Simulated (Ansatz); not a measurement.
Carrier properties of Mg2Ge (Fm-3m)

Given:

```
CELL_PARAMETERS angstrom
      0.00000     3.18176     3.18176
      3.18176     0.00000     3.18176
      3.18176     3.18176     0.00000
ATOMIC_POSITIONS crystal
  Mg 0.75000 0.75000 0.75000
  Mg 0.25000 0.25000 0.25000
  Ge 0.00000 0.00000 0.00000
```

All values below come from HSE06, rigid bands (plane waves, PAW, scalar-relativistic; Ansatz, a first-principles code). Geometry: cell and atoms relaxed with PBEsol.

- band gap: 0.51 eV
- electron conductivity mass (300 K, dilute): 0.26 mₑ
- effective density of states N_c (300 K): 1.0e19 cm⁻³
- density-of-states mass, electrons: 0.55 mₑ
- Seebeck coefficient, n-type 1e19 cm⁻³, 300 K: -226 μV/K

Rigid bands; masses and Seebeck coefficients take one relaxation time τ for all states and one kind of carrier; polarons and phonon drag are left out. Spin-orbit coupling is left out. Geometry: cell and atoms relaxed with PBEsol.
